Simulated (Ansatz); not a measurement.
The starting structures come from a database of crystals and need not be the phases stable at ambient conditions.

Data:

```
AlGaP2
1.0
    3.86549     0.00000     0.00000
    0.00000     3.86549     0.00000
    0.00000     0.00000     5.45561
Al Ga P
1 1 2
Cartesian
  1.93274   1.93274   2.72781
  0.00000   0.00000   0.00000
  0.00000   1.93274   1.36603
  1.93274   0.00000   4.08958
```

Space group of this cell: P-4m2. The cell is taken as given.

The current runs along the normal of the first two printed vectors, the (001) plane. All runs by Ansatz (a program for electronic structure), plane waves and PAW, without spin-orbit coupling; the base is PBEsol.

| run | mean pressure (GPa) | gap (eV) | mid-gap κ (1/Å) |
|---|---|---|---|
| base | -0.3 | 1.49 | 0.156 |
| all lengths scaled by 0.98 | 5.5 | 1.36 | 0.176 |
| all lengths scaled by 1.02 | -4.7 | 1.47 | 0.128 |
| lda in place of pbesol | -2.3 | 1.48 | 0.151 |
| lengths across the current scaled by 0.98, ions clamped | 3.4 | (withheld) | (withheld) |
| lengths across the current scaled by 1.02, ions clamped | -3.4 | 1.47 | (withheld) |
| lengths along the current scaled by 0.97, ions clamped | 2.4 | (withheld) | (withheld) |
| lengths along the current scaled by 1.03, ions clamped | -2.7 | 1.43 | 0.145 |

### Question
Fill in the missing entries.

### Answer

- lengths across the current scaled by 0.98, ions clamped, gap (eV): 1.33
- lengths across the current scaled by 0.98, ions clamped, mid-gap κ (1/Å): 0.169
- lengths across the current scaled by 1.02, ions clamped, mid-gap κ (1/Å): 0.136
- lengths along the current scaled by 0.97, ions clamped, gap (eV): 1.32
- lengths along the current scaled by 0.97, ions clamped, mid-gap κ (1/Å): 0.166
